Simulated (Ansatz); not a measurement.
The starting structures come from a database of crystals and need not be the phases stable at ambient conditions.

 Where the default PAW files enter, the runs use the earlier of Ansatz's two default sets.

Here is the system:

```
ZrO2
1.0
    5.09813     0.00000     0.00000
    0.00000    10.09309     0.00000
    0.00000     0.00000     5.27144
Zr O
8 16
Direct
  0.24695   0.61555   0.96590
  0.75305   0.38445   0.03410
  0.25305   0.38445   0.46590
  0.74695   0.61555   0.53410
  0.74695   0.88445   0.03410
  0.25305   0.11555   0.96590
  0.75305   0.11555   0.53410
  0.24695   0.88445   0.46590
  0.37219   0.71008   0.62529
  0.62781   0.28992   0.37471
  0.12781   0.28992   0.12529
  0.87219   0.71008   0.87471
  0.87219   0.78992   0.37471
  0.12781   0.21008   0.62529
  0.62781   0.21008   0.87471
  0.37219   0.78992   0.12529
  0.00254   0.52241   0.26123
  0.99746   0.47759   0.73877
  0.49746   0.47759   0.76123
  0.50254   0.52241   0.23877
  0.50254   0.97759   0.73877
  0.49746   0.02241   0.26123
  0.99746   0.02241   0.23877
  0.00254   0.97759   0.76123
```

Space group of this cell: Pbca. The cell is taken as given.

Transport runs along the normal of the first two printed cell vectors.

The gap is the functional's own. No spin-orbit coupling. Mid-gap values are interpolated on the energy grid.

State the band gap and the smallest decay constant κ at mid-gap according to r2SCAN (Ansatz, a quantum-chemistry and plane-wave program).

Gap 4.30 eV on a 6×4×6 mesh; κ = 0.386 1/Å, at the zone centre.
